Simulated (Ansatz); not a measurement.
**Lattice parameter a of YGe₂ (model structure, started from the CrSi2 type, P6₂22, No. 180, 9 atoms in the cell) at several levels of theory**

No measured value is used here.

```csv
level (code),value (Å)
PBE (Ansatz),5.448
PBEsol (Ansatz),5.365
PBE-D3(BJ) (Ansatz),(withheld)
```

### Question
Fill in the missing entries.

### Answer

- PBE-D3(BJ) (Ansatz, an electronic-structure program), value (Å): 5.371

Ansatz's density-functional and Hartree–Fock values are scalar-relativistic unless marked +SOC, with PAW data made under PBE.

A model structure was made by putting elements into a prototype or built by hand; it is no filed structure, need not be a known phase, and can be a saddle point held by its symmetry.
